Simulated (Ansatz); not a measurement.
## Mo: pressure series

The parent structure is Mo in the bcc (W type) structure (space group Im-3m, No. 229).

```
Mo
1.0
   -1.58037     1.58037     1.58037
    1.58037    -1.58037     1.58037
    1.58037     1.58037    -1.58037
Mo
1
Cartesian
  0.00000   0.00000   0.00000
```

Cell and atoms are relaxed at each pressure.

Calculations: Ansatz (a program for electronic structure), PBE, PAW, cutoff 420 eV, no SOC.

Notes on the quantities. enthalpy: H = E + PV relative to the base's energy.

```tsv
case	volume per atom	enthalpy
base	15.79 Å³	–
pressure −2 GPa	15.91 Å³	-0.20 eV/atom
pressure −1 GPa	15.85 Å³	-0.10 eV/atom
pressure 0.9 GPa	15.73 Å³	+0.09 eV/atom
pressure 2.1 GPa	15.66 Å³	+0.21 eV/atom
pressure 4.5 GPa	15.53 Å³	+0.44 eV/atom
pressure 9 GPa	15.28 Å³	+0.87 eV/atom
pressure 15 GPa	___	+1.44 eV/atom
pressure 22.5 GPa	14.66 Å³	+2.13 eV/atom
pressure 30 GPa	14.36 Å³	+2.81 eV/atom
```

Complete the table.


- pressure 15 GPa, volume per atom: 14.99 Å³

Load acts through the strain it causes; cell and atoms are relaxed under it. Stability against distortions was not tested. Competing high-pressure phases were not computed. The final runs are not spin-polarised.
